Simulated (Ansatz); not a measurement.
CsCl-type PdIn, treated with r²SCANh (Ansatz, a quantum-chemistry and plane-wave program, PAW).

Settings: plane-wave cutoff 520 eV, 8×8×8 k mesh, Fermi–Dirac smearing 0.05 eV, scalar-relativistic PAW data made under PBE.

Energies at three volumes about the minimum:

```
V (Å³/atom)  E − E_lowest (meV/atom)
-----------  -----------------------
16.874                          4.63
17.199                          0.00
17.739                          4.00
```

Q: Fit a parabola by hand: where is the minimum, what lattice constant follows, and what is the bulk modulus?

A: Slopes: (0.00 − 4.63)/(17.199 − 16.874) = -14.246 and (4.00 − 0.00)/(17.739 − 17.199) = 7.407 meV/Å³. Curvature E″ = 2 × (7.407 − (-14.246))/(17.739 − 16.874) = 50.065 meV/Å⁶. From the middle of the first interval, the slope vanishes at V0 = 17.0365 − (-14.246)/50.065 = 17.321 Å³/atom. B = V0 E″ = 17.321 × 50.065 meV/Å³ × 0.1602 GPa per meV/Å³ = 139 GPa. With 2 atoms in the cube, a = (2 × 17.321)^(1/3) = 3.260 Å. The full Birch–Murnaghan fit to all volumes gives V0 = 17.309 Å³/atom and B0 = 136 GPa.
